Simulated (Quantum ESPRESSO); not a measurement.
**Parameter sweep on TbCuSi (P-6m2, 3 atoms in the cell)**

```
CELL_PARAMETERS angstrom
      4.06351     0.00000     0.00000
     -2.03175     3.51910     0.00000
      0.00000     0.00000     3.96715
ATOMIC_POSITIONS crystal
  Tb 0.00000 0.00000 0.00000
  Si 0.66667 0.33333 0.50000
  Cu 0.33333 0.66667 0.50000
```
Moments meant for the start (each program seeds them in its own way; μB, in the order of the atoms Tb Si Cu): 6.0 0.0 0.0.

Base run A: Quantum ESPRESSO with PBEsol, SSSP 1.1.2 efficiency (PBE) pseudopotentials, self-consistent single point.

Its settings: ecutwfc = 50 Ry; ecutrho = 400 Ry; occupations = smearing; smearing = fd; degauss = 0.0036749 Ry; nspin = 2; input_dft = pbesol; K_POINTS = automatic 7 7 6 0 0 0; conv_thr = 1e-10 Ry; mixing_beta = 0.2.

The starting cell comes from a database of computed structures (which also holds hypothetical and non-ambient phases and stackings), without a prior relaxation at this level. Its lattice was rescaled by a random factor within 2.5 % of one. With one magnetic atom in the cell only a parallel order is possible. With U or open f shells several self-consistent states can exist. The f electrons are in the valence without U or exact exchange, which can misplace them near the Fermi level. Spin-orbit terms, which matter for f shells, are left out. In the base run, with a pressure of about -4 GPa the cell is away from its equilibrium volume at this level.

ΔF is the free energy per atom less that of run A. 

```csv
run,K_POINTS,ΔF (meV/atom),pressure (GPa),size of the net moment (μB/atom),k-points
A,automatic 7 7 6 0 0 0,0.00,-3.91,2.06,32
B,automatic 4 4 4 0 0 0,6.2,-3.85,2.03,12
C,automatic 4 4 4 1 1 1,-3.8,-4.03,2.10,12
D,automatic 5 5 5 0 0 0,4.2,-3.94,2.10,15
E,automatic 5 5 5 1 1 1,-4.5,-3.99,2.05,27
F,automatic 6 6 6 0 0 0,3.0,-3.91,2.08,28
G,automatic 6 6 6 1 1 1,-5.3,-4.01,2.06,36
H,automatic 7 7 6 0 0 1,-2.2,-3.98,2.06,24
```

Run H against A: The free energy drops by 2.2 meV/atom, the pressure hardly changes (-3.91 to -3.98 GPa) and the size of the net moment stays at 2.06 μB/atom.

Run D against A: The free energy goes up by 4.2 meV/atom, the pressure stays near -3.94 GPa while the zz stress (positive for compression) goes from -4.15 to -4.82 GPa and the size of the net moment goes from 2.06 to 2.10 μB/atom.

Run F against A: The free energy goes up by 3.0 meV/atom, the pressure stays at -3.91 GPa and the size of the net moment hardly changes (2.06 to 2.08 μB/atom).
